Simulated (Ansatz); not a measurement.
SrCoO3 in the cubic perovskite structure (space group Pm-3m, No. 221; ferromagnetic)

```yaml
crystal:
  lattice:
    - [3.76939, 0.00000, 0.00000]
    - [0.00000, 3.76939, 0.00000]
    - [0.00000, 0.00000, 3.76939]
  atoms:
    - { symbol: Sr, position: [0.00000, 0.00000, 0.00000] }
    - { symbol: Co, position: [0.50000, 0.50000, 0.50000] }
    - { symbol: O, position: [0.50000, 0.50000, 0.00000] }
    - { symbol: O, position: [0.00000, 0.50000, 0.50000] }
    - { symbol: O, position: [0.50000, 0.00000, 0.50000] }
```

All numbers come from DFT with PBEsol, PAW potentials and a 420 eV plane-wave cutoff in Ansatz (a first-principles code), no spin-orbit coupling. Γ-centred 12×12×12 mesh, Fermi–Dirac width 0.05 eV.

| Property | Result |
|---|---|
| Volume per atom | 10.71 Å³ |
| Density | 6.03 g/cm³ |
| Band gap | zero |
| Magnetic state | ferromagnetic |
| Total energy | -2053.816 eV/atom (σ→0; compares only within this code and set-up) |

No phonon test of stability was made. No Hubbard U is applied and the magnetic state is the run's own (SrCoO3 ferromagnetic); small cells can't hold the antiferromagnetic order that many such compounds have, so gaps and moments can be off. Many cubic perovskites are stable only at high temperature; tilts and polar distortions were not tested.
